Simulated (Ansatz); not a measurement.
System: TmIn3 (Pm-3m, No. 221). Method: r²SCAN+rVV10 in Ansatz (plane waves, PAW).

Numerical settings: plane-wave cutoff 560 eV, 12×12×12 k mesh, Fermi–Dirac smearing 0.05 eV, spin-polarised with parallel moments, scalar-relativistic PAW data made under PBE.

Computed at the level's own relaxed cell.

**Question.** Give the computed lattice parameter a.

**Answer.** 
- lattice parameter a = 4.578 Å

Note: the magnetic order was assumed, not searched for or taken from measurement; the 4f shell is treated without U or exact exchange, so its levels and filling can be wrong.

Spin–orbit coupling is not included.

Computed values are for the static lattice.

The result took roughly 13 core-minutes.

Ansatz is a quantum-chemistry and plane-wave program.
